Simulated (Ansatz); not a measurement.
The parent structure is AlCo in the CsCl type structure (space group Pm-3m, No. 221; a = 2.825 Å; weakly magnetic (sensitive to the mesh); relaxed with 0.1 eV smearing). Axes: x, y, z lie along the cube axes.

All numbers come from DFT with r2SCAN, PAW potentials and a 500 eV plane-wave cutoff in Ansatz (a quantum-chemistry and plane-wave program), no spin-orbit coupling.

Strains are applied to the cell and any free atomic positions relax; under biaxial strain the out-of-plane vector relaxes too.

One change was made to it. Results:

```tsv
quantity	base	after
energy relative to the base (free energy F)	0 meV/atom	+4.5 meV/atom
band gap	zero	zero
```

**Question.** What was done to the base?
A. strain tensor (xx, yy, zz, yz, xz, xy) = (+0.81, −1.12, +1.15, +0.48, −0.52, +0.71) %
B. biaxial strain +4.01 %, plane normal [111], relaxed out of plane
C. isotropic strain +4.98 %

**Answer.** A, strain tensor (xx, yy, zz, yz, xz, xy) = (+0.81, −1.12, +1.15, +0.48, −0.52, +0.71) %. For comparison, the energy relative to the base in the other runs: biaxial strain +4.01 %, plane normal [111], relaxed out of plane gives +47 meV/atom; isotropic strain +4.98 % gives +127 meV/atom.

The magnetic state is the one reached from the starting moments; the real material's order can differ, and small cells can't hold many antiferromagnetic ones. Stability against distortions was not tested. Starting moments died away, wholly or in part, for the base; another magnetic solution may exist.
